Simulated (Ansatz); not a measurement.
**Ir, pressure series**

The reference is Ir in the fcc (Cu type) structure (space group Fm-3m, No. 225; a = 3.844 Å).

Cell and atoms are relaxed at each pressure.

Level of theory: DFT with r2SCAN, PAW potentials and a 500 eV plane-wave cutoff in Ansatz (a program for electronic structure), no spin-orbit coupling.

Notes on the quantities. enthalpy: H = E + PV relative to the base's energy.

```tsv
case	enthalpy	density
base	–	22.47 g/cm³
pressure −2 GPa	-0.18 eV/atom	22.35 g/cm³
pressure −1 GPa	-0.09 eV/atom	22.41 g/cm³
pressure 0.9 GPa	+0.08 eV/atom	22.52 g/cm³
pressure 2.1 GPa	+0.19 eV/atom	22.59 g/cm³
pressure 4.5 GPa	+0.40 eV/atom	(withheld)
pressure 9 GPa	+0.79 eV/atom	22.98 g/cm³
pressure 15 GPa	+1.31 eV/atom	23.30 g/cm³
pressure 22.5 GPa	+1.94 eV/atom	23.68 g/cm³
pressure 30 GPa	+2.57 eV/atom	24.03 g/cm³
```

Some entries are withheld; estimate them.


- pressure 4.5 GPa, density: 22.73 g/cm³

Load acts through the strain it causes; cell and atoms are relaxed under it. Whether these cells are dynamically stable was not tested. Competing high-pressure phases were not computed. The final runs are not spin-polarised.
